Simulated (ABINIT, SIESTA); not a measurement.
An ABINIT input for a self-consistent single point of Nb₆AlGe (Pm-3, 8 atoms in the cell) (DFT, PBEsol, plane waves, PAW (JTH v2.0 PBE PAW, files made for PBE)):

```
# Nb6AlGe, JTH v2.0 PBE PAW
pp_dirpath "./"
pseudos "Al.GGA_PBE-JTH.xml, Nb.GGA_PBE-JTH.xml, Ge.GGA_PBE-JTH.xml"
acell 9.8599880957 9.8599880957 9.8599880957
rprim
         1.0000000000    0.0000000000    0.0000000000
         0.0000000000    1.0000000000    0.0000000000
         0.0000000000    0.0000000000    1.0000000000
natom 8
ntypat 3
znucl 13 41 32
typat 1 2 2 2 2 2 2 3
xred
         0.5000000000    0.5000000000    0.5000000000
         0.0000000000    0.5000000000    0.7499500000
         0.0000000000    0.5000000000    0.2500500000
         0.7499500000    0.0000000000    0.5000000000
         0.2500500000    0.0000000000    0.5000000000
         0.5000000000    0.7499500000    0.0000000000
         0.5000000000    0.2500500000    0.0000000000
         0.0000000000    0.0000000000    0.0000000000
ecut 42 Ry
pawecutdg 84 Ry
ixc -116133
occopt 3
tsmear 0.00367493
nband 60
kptopt 1
ngkpt 5 5 5
nshiftk 1
shiftk 0 0 0
nstep 50
tolvrs 1.0e-10
prtwf 0
prtden 0
enunit 1
```

**Question.** Give the SIESTA input for the same structure, mesh, smearing and functional.

**Answer.** One input that does it (others would too):

```
# files in the folder: Al.psml Nb.psml Ge.psml (PseudoDojo PBEsol standard)
SystemName  Nb6AlGe
SystemLabel siesta

NumberOfAtoms                8
NumberOfSpecies              3
%block ChemicalSpeciesLabel
  1 13 Al
  2 41 Nb
  3 32 Ge
%endblock ChemicalSpeciesLabel
LatticeConstant              1.0 Ang
%block LatticeVectors
     5.217681000    0.000000000    0.000000000
     0.000000000    5.217681000    0.000000000
     0.000000000    0.000000000    5.217681000
%endblock LatticeVectors
AtomicCoordinatesFormat      Ang
%block AtomicCoordinatesAndAtomicSpecies
     2.608840500    2.608840500    2.608840500  1
     0.000000000    2.608840500    3.912999866  2
     0.000000000    2.608840500    1.304681134  2
     3.912999866    0.000000000    2.608840500  2
     1.304681134    0.000000000    2.608840500  2
     2.608840500    3.912999866    0.000000000  2
     2.608840500    1.304681134    0.000000000  2
     0.000000000    0.000000000    0.000000000  3
%endblock AtomicCoordinatesAndAtomicSpecies

XC.functional                GGA
XC.authors                   PBEsol
PAO.BasisSize                DZP
PAO.EnergyShift              0.01 Ry
MeshCutoff                   300 Ry
%block kgrid.MonkhorstPack
    5   0   0  0.0
    0   5   0  0.0
    0   0   5  0.0
%endblock kgrid.MonkhorstPack
OccupationFunction           FD
ElectronicTemperature        100.0 meV

MaxSCFIterations             150
SCF.Mixer.Method             Broyden
SCF.Mixer.Weight             0.1
SCF.Mixer.History            6
SCF.DM.Tolerance             1.0E-05
Diag.ParallelOverK           true
WriteForces                  true
```

Basis settings and potentials, where a program has them, do not carry over. This input uses DFT, GGA PBEsol, numerical atomic orbitals DZP, PseudoDojo PBEsol standard norm-conserving potentials (rewritten from UPF to PSML).

The starting cell comes from a database of computed structures (which also holds hypothetical and non-ambient phases and stackings), without a prior relaxation at this level. Its lattice was rescaled by a random factor within 2.5 % of one.
